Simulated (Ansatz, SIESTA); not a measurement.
A SIESTA input for a relaxation of cell and atoms of Pt (Fm-3m, 1 atom in the cell) (DFT, GGA PBE, numerical atomic orbitals DZP, PseudoDojo PBE standard norm-conserving potentials (rewritten from UPF to PSML)):

```
# files in the folder: Pt.psml (PseudoDojo PBE standard)
SystemName  Pt
SystemLabel Pt

NumberOfAtoms                1
NumberOfSpecies              1
%block ChemicalSpeciesLabel
  1 78 Pt
%endblock ChemicalSpeciesLabel
LatticeConstant              1.0 Ang
%block LatticeVectors
     0.000000000    1.960000000    1.960000000
     1.960000000    0.000000000    1.960000000
     1.960000000    1.960000000    0.000000000
%endblock LatticeVectors
AtomicCoordinatesFormat      Ang
%block AtomicCoordinatesAndAtomicSpecies
     0.000000000    0.000000000    0.000000000  1
%endblock AtomicCoordinatesAndAtomicSpecies

XC.functional                GGA
XC.authors                   PBE
PAO.BasisSize                DZP
PAO.EnergyShift              0.01 Ry
MeshCutoff                   400 Ry
%block kgrid.MonkhorstPack
   12   0   0  0.0
    0  12   0  0.0
    0   0  12  0.0
%endblock kgrid.MonkhorstPack
OccupationFunction           MP
OccupationMPOrder            0
ElectronicTemperature        1578.21 K

MaxSCFIterations             150
SCF.Mixer.Method             Pulay
SCF.Mixer.Weight             0.1
SCF.Mixer.History            6
SCF.DM.Tolerance             1.0E-05
Diag.ParallelOverK           true
MD.TypeOfRun                 CG
MD.Steps                     40
MD.MaxForceTol               0.02 eV/Ang
MD.VariableCell              true
MD.MaxStressTol              0.05 GPa
WriteForces                  true
Charge.Mulliken              end
```

Question: Give the Ansatz (a first-principles code) input for the same structure, mesh, smearing and functional.

Answer: One input that does it (others would too):

Ansatz 0.2 input:
```yaml
crystal:
  lattice:
    - [0.00000000, 1.96000000, 1.96000000]
    - [1.96000000, 0.00000000, 1.96000000]
    - [1.96000000, 1.96000000, 0.00000000]
  atoms:
    - { symbol: Pt, position: [0.00000000, 0.00000000, 0.00000000] }
kpoints:
  mp_grid: { grid: [12, 12, 12] }
hamiltonian:
  xc: pbe
  pseudopotentials: { kind: paw }
scf:
  occupations: { method: gaussian, width: 0.01 Ry }
relax:
  cell: {}
output:
  forces: true
  eigenvalues: true
  stress: true
```

Basis settings and potentials, where a program has them, do not carry over. This input uses DFT, PBE, plane waves, default PAW files. The width in Ry is rounded to four decimals.

The starting cell has typed, rounded lattice constants, without a prior relaxation at this level.
